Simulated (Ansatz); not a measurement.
**Pressure series in TiO2**

Take TiO₂ in the rutile structure (space group P4_2/mnm, No. 136; a = 4.6435 Å, c = 2.9637 Å) as the base.

Cell and atoms are relaxed at each pressure.

The values are results of Ansatz (a program for electronic structure), PBE, PAW, cutoff 420 eV, no spin-orbit coupling, earlier PAW set, not measurements.

```
P (GPa)  V (Å³/atom)
-------  -----------
-2.00         10.760
0.30          10.636
0.69          10.615
1.50          10.574
3.00          10.501
5.00          10.407
7.50          10.297
10.00         10.194
```

Q: Fit a third-order Birch–Murnaghan equation of state.

A: Least squares on P(V) = (3B₀/2)[(V₀/V)^(7/3) − (V₀/V)^(5/3)]·[1 + (3/4)(B₀′ − 4)((V₀/V)^(2/3) − 1)] gives V₀ = 10.65 Å³/atom, B₀ = 203 GPa and B₀′ = 5.3.

Between the base and pressure 10 GPa the gap moves from 1.86 eV to 1.90 eV, a mean slope of 3.3 meV/GPa.

Load acts through the strain it causes; cell and atoms are relaxed under it. Whether these cells are dynamically stable was not tested. Competing high-pressure phases were not computed. The final runs are not spin-polarised.
